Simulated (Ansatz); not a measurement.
Here is the system:

```
CELL_PARAMETERS angstrom
      0.00000     2.78045     2.78045
      2.78045     0.00000     2.78045
      2.78045     2.78045     0.00000
ATOMIC_POSITIONS crystal
  Ge 0.00000 0.00000 0.00000
  Ge 0.25000 0.25000 0.25000
```

No spin polarisation.

Level of theory: r2SCAN (Ansatz, a quantum-chemistry and plane-wave program, PAW, without spin-orbit coupling). Γ-centred 10×10×10 mesh, Fermi–Dirac width 0.05 eV.

Q: Predict the band gap, electron mass and width of the top valence band.

A: 
- Band gap: 0.65 eV
- Electron mass: 1.7 mₑ along k, 0.085 mₑ across (at L)
- Width of the top valence band: 4.32 eV

The cells carry an imposed strain or load. Effective masses come from finite differences of ±0.01 Å⁻¹. Along k means along the line from Γ to the band edge. Whether these cells are dynamically stable was not tested. The cell was made from Ge in the diamond structure (space group Fd-3m, No. 227) by this change: isotropic strain −2.00 %.
